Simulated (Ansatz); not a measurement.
A self-consistent single point of Ge₂W (I4mm, 3 atoms in the cell) with Ansatz (a quantum-chemistry and plane-wave program).

Method of the run: PBEsol, default PAW files made with PBE (plane waves; Ansatz).

```
CELL_PARAMETERS angstrom
     -1.67060     1.67060     4.10924
      1.67060    -1.67060     4.10924
      1.67060     1.67060    -4.10924
ATOMIC_POSITIONS crystal
  Ge 0.34367 0.34367 0.00000
  Ge 0.66241 0.66241 0.00000
  W  0.00000 0.00000 0.00000
```

Reference input (self-consistent single point, DFT, PBEsol, plane waves, default PAW files made with PBE): basis.ecutwfc = 420 eV; kpoints.mp_grid.grid = 14 14 14; hamiltonian.xc = pbesol; hamiltonian.pseudopotentials = {kind: paw} (the program's default PAW files); scf.occupations.method = gaussian; scf.occupations.width = 0.1 eV. This run's input differs from it in these lines:

Ansatz 0.2 input:
```diff
@@ -12,3 +12,3 @@
 kpoints:
-  mp_grid: { grid: [14, 14, 14] }
+  mp_grid: { grid: [23, 23, 23] }
 hamiltonian:
@@ -17,3 +17,3 @@
 scf:
-  occupations: { method: gaussian, width: 0.1 }
+  occupations: { method: methfessel_paxton, width: 0.01 }
 output:
```

Log, with long lists cut:

```
SCF iter   1: F=—  HF=-18763.619743 eV  |F-HF|=—  |Δ(HF+E_count)|=         —  Δρ=3.54e-3  dr2=4.83e-3  ethr=1.77e-3  ⟨swp⟩=6.0  Hψ=98286  notcnv=0
all-band conjugate gradients solve this SCF's bands
preconditioner: auto → Kerker (q_TF=auto, 2.688 Å⁻¹)
SCF iter   2: F=—  HF=-18763.619391 eV  |F-HF|=—  |Δ(HF+E_count)|=   3.52e-4  S|Δr|=    0.00e0  Δρ=1.91e-3  dr2=1.02e-3  ethr=1.15e-5  ⟨swp⟩=2.0  Hψ=51533  notcnv=0  defer=916
SCF iter   3: F=—  HF=-18763.619364 eV  |F-HF|=—  |Δ(HF+E_count)|=   2.75e-5  S|Δr|=    0.00e0  Δρ=9.61e-4  dr2=3.34e-4  ethr=2.44e-6  ⟨swp⟩=1.0  Hψ=23420  notcnv=0  defer=916
SCF iter   4: F=—  HF=-18763.619308 eV  |F-HF|=—  |Δ(HF+E_count)|=   5.54e-5  S|Δr|=    0.00e0  Δρ=1.37e-4  dr2=7.22e-6  ethr=7.94e-7  ⟨swp⟩=2.0  Hψ=28870  notcnv=0  defer=916
SCF iter   5: F=—  HF=-18763.619290 eV  |F-HF|=—  |Δ(HF+E_count)|=   1.88e-5  S|Δr|=    0.00e0  Δρ=4.17e-5  dr2=4.85e-7  ethr=1.72e-8  ⟨swp⟩=3.0  Hψ=42427  notcnv=0  defer=916
SCF iter   6: F=-18763.619289 eV  HF=-18763.619289 eV  |F-HF|=1.08e-9  |Δ(HF+E_count)|=   4.63e-8  S|Δr|=    0.00e0  Δρ=6.79e-6  dr2=1.24e-8  ethr=2.38e-10  ⟨swp⟩=7.5  Hψ=102925  notcnv=0
SCF 1 converged in 6 iterations: F = -18763.619289 eV  dr2 = 1.24e-8
Stability not checked (fill_not_monotonic)
Free energy (F): -18763.619289 eV
Internal energy: -18763.619285 eV  (E = F + TS)
E sigma→0 (E₀):  -18763.619288 eV
Entropy (-TS):   -0.000005 eV (-0.002 meV/atom)
Fermi energy:    17.320087 eV
--- Forces (eV/Å), atoms counted from 1 ---
  atom   1  Ge    -0.00000000    -0.00000000    -0.57700247
  atom   2  Ge    -0.00000000     0.00000000     0.35955134
  atom   3  W      0.00000000    -0.00000000     0.21744896
--- Stress (GPa, compression-positive) ---
       -4.785507       0.000000       0.000000
        0.000000      -4.785507       0.000000
        0.000000       0.000000      -2.079912
  P = ⅓ Tr σ = -3.8836 GPa (-38.836 kbar)
  The stress holds the Pulay correction. Without it, at fixed plane waves, as pw.x and ABINIT print it: P = -3.9281 GPa
```

The run converged in 6 iterations. Against the reference run the free energy stays essentially unchanged (within 1 meV/atom), the pressure moves little (-3.85 to -3.88 GPa) and the largest force goes from 0.588 to 0.577 eV/Å.

The starting cell comes from a database of computed structures (which also holds hypothetical and non-ambient phases and stackings), without a prior relaxation at this level. Its lattice was rescaled by up to half a per cent. One atom was moved a little off its site on purpose. Spin polarisation is off. With a pressure of about -4 GPa the cell is away from its equilibrium volume at this level. Ansatz's pressure includes its estimate of the finite-basis (Pulay) stress.

Cost on one core of a shared machine: roughly 2 min.
